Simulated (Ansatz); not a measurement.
Levels about the gap of amorphous La12Si12O42 (66 atoms in a cell of 992 Å³, 4.48 g/cm³; zone centre alone, so wide bands show as single levels with stretches between that a denser mesh fills), at the geometry that PBE relaxed, where it gives 0.0 GPa on a denser mesh. The participation number counts the atoms over which a state spreads; weights are charges in smoothed Voronoi cells. The levels come from a single point, so bond lengths are those of that geometry. Method of the levels: r2SCAN, scalar-relativistic without spin-orbit coupling (Ansatz, an electronic-structure program). Sampling: the zone centre alone; Fermi-Dirac width 0.02 eV; no spin polarisation. At PBE the levels at the filled edge of the gap are localised (band-tail or defect states).

Preparation: random packing, a CHGNet melt and quench, and a DFT relaxation. O atoms were pushed apart under 1.9 Å during the dynamics, to hinder bonds among them. The hot cell started wider than the set density and was brought back towards it in steps. It is the lowest in DFT energy of 2 quenches. It is a model cell: composition and starting density were chosen by hand, and all elements were melted together. No dispersion term was used. Its density started from a set value of 4.40 and ended at 4.48 g/cm³. The quench (nominally 280 K/ps over its main leg) was far faster than any real one, so the model tends to hold more defects than a real film. Values belong to this one cell and scatter from quench to quench. The volume was free in the relaxation, at fixed shape. Stress components on the final sampling reach 1.4 GPa.

| E - E(highest filled), eV | filling | participation number | largest on | weight O | weight La | weight Si |
|---|---|---|---|---|---|---|
| -0.37 | filled | 12.1 | O, 3 neighbours | 0.92 | 0.06 | 0.02 |
| -0.32 | filled | 13.6 | O, 3 neighbours | 0.92 | 0.07 | 0.02 |
| -0.27 | filled | 9.5 | O, 3 neighbours | 0.91 | 0.07 | 0.01 |
| -0.23 | filled | 11.6 | O, 3 neighbours | 0.91 | 0.08 | 0.01 |
| -0.20 | filled | 12.9 | O, 4 neighbours | 0.92 | 0.07 | 0.01 |
| -0.02 | filled | 8.0 | O, 3 neighbours | 0.94 | 0.04 | 0.01 |
| 0.00 | filled | 6.1 | O, 3 neighbours | 0.91 | 0.08 | 0.01 |
| 4.61 | empty | 13.4 | La, 6 neighbours | 0.39 | 0.57 | 0.04 |
| 4.84 | empty | 4.3 | La, 7 neighbours | 0.13 | 0.86 | 0.01 |
| 4.86 | empty | 4.2 | La, 7 neighbours | 0.11 | 0.88 | 0.01 |
| 4.88 | empty | 3.9 | La, 6 neighbours | 0.11 | 0.88 | 0.01 |
| 4.91 | empty | 3.0 | La, 7 neighbours | 0.09 | 0.91 | 0.00 |
| 4.92 | empty | 2.1 | La, 7 neighbours | 0.08 | 0.92 | 0.00 |
| 4.96 | empty | 4.8 | La, 7 neighbours | 0.11 | 0.88 | 0.01 |

Most localised among these is the empty level at +4.92 eV, on a La atom, which has 7 neighbours (O 2.47 Å, O 2.49 Å, O 2.51 Å, O 2.55 Å, O 2.55 Å, O 2.59 Å, O 2.80 Å).
